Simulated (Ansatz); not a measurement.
Levels about the gap of amorphous silicon oxide (Si24O47) (71 atoms in a cell of 1014 Å³, 2.33 g/cm³; zone centre alone, so wide bands show as single levels with stretches between that a denser mesh fills), at the geometry that PBE relaxed, where it gives -0.1 GPa on a denser mesh. The participation number counts the atoms over which a state spreads; weights are charges in smoothed Voronoi cells. The levels come from a single point, so bond lengths are those of that geometry. Method of the levels: PBE, scalar-relativistic without spin-orbit coupling (Ansatz, an electronic-structure program). Sampling: the zone centre alone; Fermi-Dirac width 0.02 eV; no spin polarisation. The usual formal charges leave 2 electrons over, so the level spacing at the Fermi energy parts defect or band states and needn't be the band gap. At PBE the levels at the filled edge of the gap are localised (band-tail or defect states), and the nearest spread-out levels lie 5.2 eV apart at the zone centre.

The cell was made by melting and quenching with the CHGNet potential and then relaxed with DFT. O atoms were pushed apart under 1.9 Å during the dynamics, to hinder bonds among them. The hot cell started wider than the set density and was brought back towards it in steps. It is the lowest in DFT energy of 2 quenches. It is a model cell: composition and starting density were chosen by hand, and all elements were melted together. No dispersion term was used. A short ab initio anneal came between quench and relaxation. Its density started from a set value of 2.30 and ended at 2.33 g/cm³. The simulated quench (nominally 290 K/ps over its main leg) is rapid and tends to freeze in more defects than a deposited or slowly cooled glass has. One small periodic cell is one sample of the glass; other quenches scatter about these values. The volume was free in the relaxation, at fixed shape. Stress components on the final sampling reach 1.8 GPa. On a 2×2×2 Γ-centred mesh force components of up to 0.20 eV/Å stay, since the relaxation ran on the zone centre alone.

| E - E(highest filled), eV | filling | participation number | largest on | weight O | weight Si |
|---|---|---|---|---|---|
| -3.50 | filled | 15.2 | O, 2 neighbours | 0.96 | 0.04 |
| -3.49 | filled | 21.1 | O, 2 neighbours | 0.96 | 0.04 |
| -3.45 | filled | 20.5 | O, 2 neighbours | 0.95 | 0.05 |
| -3.37 | filled | 12.4 | O, 2 neighbours | 0.95 | 0.05 |
| -3.19 | filled | 6.4 | O, 2 neighbours | 0.95 | 0.05 |
| -3.07 | filled | 3.7 | O, 2 neighbours | 0.95 | 0.05 |
| 0.00 | filled | 3.1 | Si, 3 neighbours | 0.40 | 0.60 |
| 1.80 | empty | 40.7 | Si, 4 neighbours | 0.64 | 0.36 |
| 2.90 | empty | 25.0 | Si, 4 neighbours | 0.56 | 0.44 |
| 3.29 | empty | 29.5 | Si, 4 neighbours | 0.60 | 0.40 |
| 3.58 | empty | 43.7 | Si, 4 neighbours | 0.68 | 0.32 |
| 3.82 | empty | 39.6 | Si, 4 neighbours | 0.63 | 0.37 |
| 3.83 | empty | 33.8 | Si, 4 neighbours | 0.58 | 0.42 |
| 4.19 | empty | 42.5 | Si, 4 neighbours | 0.66 | 0.34 |

Most localised among these is the filled level at +0.00 eV, on a Si atom, which has 3 neighbours (O 1.76 Å, O 1.76 Å, O 1.77 Å).
